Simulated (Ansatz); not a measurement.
Total g(r) from a molecular-dynamics run [in the run: Γ point only, which a denser mesh shifts by 0.0 GPa in pressure and 0.00 eV/Å in forces]. These are r2SCAN (plane waves, PAW; Ansatz, a quantum-chemistry and plane-wave program) values and carry that method's errors.

| r (Å) | g(r) |
|---|---|
| 1.02 | 0.00 |
| 1.14 | 0.00 |
| 1.26 | 0.00 |
| 1.38 | 0.00 |
| 1.50 | 0.00 |
| 1.62 | 0.00 |
| 1.74 | 0.04 |
| 1.86 | 1.45 |
| 1.98 | 3.70 |
| 2.10 | 1.88 |
| 2.22 | 1.70 |
| 2.34 | 2.06 |
| 2.46 | 0.50 |
| 2.58 | 0.02 |
| 2.70 | 0.00 |
| 2.82 | 0.00 |
| 2.94 | 0.04 |
| 3.06 | 0.44 |
| 3.18 | 2.07 |
| 3.30 | 2.61 |
| 3.42 | 0.84 |
| 3.54 | 0.18 |
| 3.66 | 0.78 |
| 3.78 | 2.62 |
| 3.90 | 2.63 |
| 4.02 | 1.18 |
| 4.14 | 0.37 |
| 4.26 | 0.06 |
| 4.38 | 0.05 |
| 4.50 | 0.38 |

Question: Which system gave this curve?
A) Al (fcc), crystal, 289 K
B) Li2O (antifluorite type), crystal, 290 K
C) Li (bcc), crystal, 413 K

Answer: B, Li2O (antifluorite type), crystal, 290 K
